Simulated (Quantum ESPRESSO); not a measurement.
# Sensitivity of a calculation on NbNiTe2 (Pmna, 16 atoms in the cell) to its settings

```
NbNiTe2
1.0
    7.98288     0.00000     0.00000
    0.00000     7.50243     0.00000
    0.00000     0.00000     6.33898
Nb Ni Te
4 4 8
Cartesian
  1.63657   0.00000   3.16949
  6.34631   0.00000   3.16949
  2.35487   0.00000   0.00000
  5.62801   0.00000   0.00000
  0.00000   6.62862   5.43865
  0.00000   0.87381   0.90033
  3.99144   0.87381   2.26916
  3.99144   6.62862   4.06982
  0.00000   1.61535   4.75810
  0.00000   5.88708   1.58088
  3.99144   5.88708   1.58861
  3.99144   1.61535   4.75037
  1.99572   5.18410   4.75424
  5.98716   2.31833   1.58475
  1.99572   2.31833   1.58475
  5.98716   5.18410   4.75424
```

Base run A: LDA (PZ), GBRV 1.5 ultrasoft (LDA) pseudopotentials (Quantum ESPRESSO), self-consistent single point.

Its settings: ecutwfc = 50 Ry; ecutrho = 400 Ry; occupations = smearing; smearing = marzari-vanderbilt; degauss = 0.0073499 Ry; potentials = {Nb: nb_lda_v1.uspp.F.UPF, Ni: ni_lda_v1.4.uspp.F.UPF, Te: te_lda_v1.uspp.F.UPF}; K_POINTS = automatic 3 3 3 0 0 0; conv_thr = 1e-10 Ry; mixing_beta = 0.3.

The starting cell comes from a database of computed structures (which also holds hypothetical and non-ambient phases and stackings), without a prior relaxation at this level. Spin polarisation is off, so a magnetic state, if there is one, cannot be reached. In the base run, with a pressure of about -5 GPa the cell is away from its equilibrium volume at this level.

ΔF is the free energy per atom less that of run A. 

Runs:
- B: conv_thr: 1e-10 Ry → 0.00073 Ry
- C: nosym: default → true
- D: K_POINTS: automatic 3 3 3 0 0 0 → automatic 3 3 4 1 1 1
- E: smearing: marzari-vanderbilt → gaussian
- F: ecutrho: 400 Ry → 600 Ry
- G: K_POINTS: automatic 3 3 3 0 0 0 → automatic 3 3 4 0 0 0
- H: K_POINTS: automatic 3 3 3 0 0 0 → gamma

```json
[
 {"run": "A", "ΔF (meV/atom)": "0.00", "pressure (GPa)": "-4.61", "largest force (eV/Å)": "0.261", "k-points": "8"},
 {"run": "B", "ΔF (meV/atom)": "0.30", "pressure (GPa)": "-9.85", "largest force (eV/Å)": "0.272", "k-points": "8"},
 {"run": "C", "ΔF (meV/atom)": "0.00", "pressure (GPa)": "-4.61", "largest force (eV/Å)": "0.261", "k-points": "14"},
 {"run": "D", "ΔF (meV/atom)": "-1.52", "pressure (GPa)": "-4.69", "largest force (eV/Å)": "0.272", "k-points": "8"},
 {"run": "E", "ΔF (meV/atom)": "-1.68", "pressure (GPa)": "-4.61", "largest force (eV/Å)": "0.260", "k-points": "8"},
 {"run": "F", "ΔF (meV/atom)": "0.00", "pressure (GPa)": "-4.61", "largest force (eV/Å)": "0.261", "k-points": "8"},
 {"run": "G", "ΔF (meV/atom)": "-1.00", "pressure (GPa)": "-4.64", "largest force (eV/Å)": "0.253", "k-points": "12"},
 {"run": "H", "ΔF (meV/atom)": "-21.5", "pressure (GPa)": "-5.58", "largest force (eV/Å)": "0.986", "k-points": "1"}
]
```

Run E against A: The free energy goes down by 1.7 meV/atom, the pressure stays at -4.61 GPa and the largest force moves little (0.261 to 0.260 eV/Å).

Run D against A: The free energy falls by 1.5 meV/atom, the pressure hardly changes (-4.61 to -4.69 GPa) and the largest force goes from 0.261 to 0.272 eV/Å.
